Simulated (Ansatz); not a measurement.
Levels about the gap of amorphous Si$_{24}$O$_{49}$H$_{2}$ (75 atoms in a cell of 1090 Å³, 2.23 g/cm³; zone centre alone, so wide bands show as single levels with stretches between that a denser mesh fills), at the geometry that PBE relaxed, where it gives -0.9 GPa on a denser mesh. The participation number counts the atoms over which a state spreads; weights are charges in smoothed Voronoi cells. The levels come from a single point, so bond lengths are those of that geometry. Method of the levels: PBE, scalar-relativistic without spin-orbit coupling (Ansatz, a first-principles code). Sampling: the zone centre alone; Fermi-Dirac width 0.02 eV; no spin polarisation. At PBE the levels at the filled edge of the gap are localised (band-tail or defect states).

A CHGNet melt-quench gave the starting glass, which DFT then relaxed. O atoms were pushed apart under 1.9 Å during the dynamics, to hinder bonds among them. The hot cell started wider than the set density and was brought back towards it in steps. It is the lowest in DFT energy of 2 quenches. It is a model cell: composition and starting density were chosen by hand, and all elements were melted together. No dispersion term was used. Its density started from a set value of 2.23 and ended at 2.23 g/cm³. The simulated quench (nominally 200 K/ps over its main leg) is rapid and tends to freeze in more defects than a deposited or slowly cooled glass has. One small periodic cell is one sample of the glass; other quenches scatter about these values. The volume was held where the preparation left it and the shape relaxed, at a PBE pressure of -0.9 GPa (tension). Stress components on the final sampling reach 0.9 GPa.

```
E - E(highest filled), eV  filling  participation number        largest on  weight O  weight Si  weight H
-------------------------  -------  --------------------  ----------------  --------  ---------  --------
-0.25                       filled                  21.4   O, 2 neighbours      0.95       0.04      0.00
-0.21                       filled                  22.0   O, 2 neighbours      0.96       0.04      0.00
-0.19                       filled                  17.9   O, 2 neighbours      0.96       0.04      0.01
-0.11                       filled                  14.8   O, 2 neighbours      0.96       0.03      0.01
-0.09                       filled                  17.6   O, 2 neighbours      0.96       0.03      0.01
-0.07                       filled                  16.1   O, 2 neighbours      0.95       0.03      0.02
0.00                        filled                  11.5   O, 2 neighbours      0.95       0.03      0.03
5.09                         empty                  62.9  Si, 4 neighbours      0.65       0.31      0.04
6.35                         empty                  18.9  Si, 4 neighbours      0.54       0.43      0.04
6.77                         empty                  48.3  Si, 4 neighbours      0.59       0.37      0.03
6.83                         empty                  44.8  Si, 4 neighbours      0.61       0.32      0.07
```

Most localised among these is the filled level at +0.00 eV, on a O atom, which has 2 neighbours (H 0.97 Å, Si 1.62 Å).
